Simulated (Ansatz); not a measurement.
Consider the following.

End structure of a constructed model of the (0001) surface of hcp Co, ferromagnetic, a layer of Ir in place of the third plane (bottom of the slab: a bare face, its two planes held):

```
CELL_PARAMETERS angstrom
      2.49292     0.00000     0.00000
     -1.24646     2.15893     0.00000
      0.00000     0.00000    26.50000
ATOMIC_POSITIONS crystal
  Co 0.66667 0.33333 0.30639
  Co 0.33333 0.66667 0.38247
  Co 0.66667 0.33333 0.45845
  Ir 0.33333 0.66667 0.54158
  Co 0.66667 0.33333 0.62569
  Co 0.33333 0.66667 0.69901
```

Model: 6-atom slab, 10.3 Å thick at the start with caps and adatoms (thin: gaps and levels are the slab's own), 17x17x1 mesh, Fermi-Dirac 0.1 eV, dipole correction, 2 atoms held, the rest relaxed; symmetry of the start imposed; spin-polarised, ending with about 8.5 μB a cell; orders that need a larger cell were not tried, no spin-orbit, no U. In PBE it is, or lies within 0.01 eV a 1x1 cell of, the lowest of the 2 structures of its composition computed so far; subsurface sites and larger cells were not tried.

What work function of the top face does PBE (Ansatz, a program for electronic structure) give?

4.98 eV
